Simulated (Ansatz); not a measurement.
A periodic model of amorphous Si30C18N16:

```xyz
64
Lattice="9.3530 -0.0494 -0.0514 -0.0494 9.3135 -0.0310 -0.0514 -0.0310 9.2316" Properties=species:S:1:pos:R:3 pbc="T T T"
Si     1.1073     4.2603     4.6169
Si     2.3718     1.1805     6.7663
Si     1.6398     5.5689     1.8453
Si     2.2409     4.0212     8.1664
Si     7.6148     8.6031     4.7394
Si     2.5743     2.5192     4.8548
Si     7.5902     6.2768     7.9527
Si     4.5330     5.9125     7.5037
Si     8.6479     1.0058     7.2200
Si     8.0935     5.0143     2.4713
Si     3.9803     5.4292     1.1178
Si     5.3751     5.1830     3.7003
Si     3.3447     8.4585     1.6768
Si     5.4437     1.0951     6.0832
Si     5.8860     7.5989     3.4151
Si     9.0698     7.6671     0.7571
Si     8.3526     1.8141     4.8825
Si     4.4353     3.2754     6.1336
Si     6.2169     2.4451     4.1883
Si     4.5173     0.1308     8.5144
Si     8.3506     5.5834     5.0522
Si     0.2235     0.2309     2.3353
Si     3.0887     7.5805     6.7113
Si     2.8764     6.7937     3.8050
Si     1.0194     8.1019     5.4946
Si     5.1516     2.6907     2.0977
Si     2.0038     1.5088     0.4603
Si     2.9526     1.7096     2.6829
Si     5.7288     7.7988     0.3247
Si     1.4788     8.2313     8.3873
C      7.5137     2.6363     0.4029
C      6.8924     6.0741     3.2570
C      6.7205     5.0175     5.8257
C      5.7855     4.0942     5.1266
C      8.5098     1.7285     9.0617
C      8.0025     3.8955     0.9688
C      8.9994     5.1230     8.1697
C      9.2938     5.9062     1.3451
C      0.6547     4.7817     7.3716
C      7.2287     0.4581     6.1766
C      0.8703     0.0484     6.9609
C      2.0866     9.2046     2.8370
C      2.8709     9.2248     0.1263
C      8.8091     4.8504     0.3353
C      3.9379     0.0539     6.7305
C      0.1720     1.3346     0.7838
C      6.2462     5.7911     6.8617
C      6.1278     2.2736     0.4582
N      5.5385     1.4394     8.7802
N      3.7019     4.4148     7.3015
N      1.9673     5.3449     3.5694
N      4.5377     6.6704     4.2029
N      5.1657     8.3139     1.9364
N      8.8802     4.3954     3.8650
N      4.6523     4.4001     2.3141
N      4.9427     6.2347    -0.0228
N      8.7264     0.3618     3.8101
N      2.2466     2.2957     8.1773
N      0.5177     5.0392     6.0465
N      2.4939     4.6932     0.5584
N      2.0789     8.3667     4.0662
N      8.7502     7.3090     5.2270
N      2.9913     6.7564     1.9277
N      7.4503     7.4924    -0.0322
```

Method: PBE, scalar-relativistic without spin-orbit coupling (plane waves to 420 eV, PAW; Ansatz, a quantum-chemistry and plane-wave program).

A CHGNet melt-quench gave the starting glass, which DFT then relaxed. N atoms were pushed apart under 1.9 Å during the dynamics, to hinder bonds among them. The hot cell started wider than the set density and was brought back towards it in steps. It is the lowest in DFT energy of 8 quenches. It is a model cell: composition and starting density were chosen by hand, and all elements were melted together. No dispersion term was used. Its density started from a set value of 2.61 and ended at 2.65 g/cm³. The simulated quench (nominally 200 K/ps over its main leg) is rapid and tends to freeze in more defects than a deposited or slowly cooled glass has. A cell of this size samples the disorder only roughly. Volume and shape were free in the relaxation. Stress components on the final sampling reach 2.8 GPa. On a 2×2×2 Γ-centred mesh force components of up to 0.53 eV/Å stay, since the relaxation ran on the zone centre alone. Cycles of charging lowered its energy after that relaxation.

Neighbours within Si-Si 2.60 Å, Si-C 2.19 Å, Si-N 2.06 Å, C-C 1.78 Å, C-N 1.76 Å, N-N 1.70 Å count as bonded. Two cations that share two anions don't count as bonded, nor two that share one unless they lie closer than Si-Si 2.38 Å, Si-C 2.00 Å, C-C 1.63 Å.

Problem. Give the coordination numbers, mean bond lengths and angles.

Solution. 
| Quantity | Result |
|---|---|
| Mean coordination of Si | 3.97 (1 with 3, 29 with 4) |
| Mean coordination of C | 3.39 (11 with 3, 7 with 4) |
| Mean coordination of N | 3.00 (1 with 2, 14 with 3, 1 with 4) |
| Mean Si-N bond | 1.772 Å (spread 0.044 Å, 45 counted) |
| Mean Si-C bond | 1.895 Å (spread 0.074 Å, 38 counted) |
| Mean Si-Si bond | 2.398 Å (spread 0.061 Å, 18 counted) |
| Mean C-C bond | 1.441 Å (spread 0.051 Å, 10 counted) |
| Bond angle at Si | mean 108.4°, spread 16.1° |
| Bond angle at C | mean 113.2°, spread 14.9° |
| Bond angle at N | mean 117.0°, spread 16.0° |

Problem. Which atoms depart from the most common coordination of their element?

Solution. Si7 has 3 (N64 1.73 Å, C47 1.80 Å, C37 1.83 Å); C34 has 4 (C33 1.49 Å, Si12 1.84 Å, Si18 1.87 Å, Si19 1.95 Å); C38 has 4 (C44 1.54 Å, Si3 1.80 Å, Si16 1.87 Å, Si10 1.87 Å); C40 has 4 (Si9 1.84 Å, Si5 1.88 Å, Si14 1.90 Å, Si17 2.19 Å); C41 has 4 (Si2 1.89 Å, Si9 1.90 Å, Si25 1.92 Å, Si30 1.96 Å); C42 has 4 (N61 1.49 Å, Si13 1.87 Å, Si28 2.00 Å, Si22 2.01 Å); C43 has 4 (Si13 1.79 Å, Si27 1.87 Å, Si20 1.88 Å, Si30 1.91 Å); C45 has 4 (Si20 1.88 Å, Si2 1.93 Å, Si14 1.94 Å, Si23 1.96 Å); N49 has 2 (C48 1.33 Å, Si20 1.68 Å); N63 has 4 (Si13 1.76 Å, Si3 1.80 Å, Si11 1.84 Å, Si24 1.88 Å).
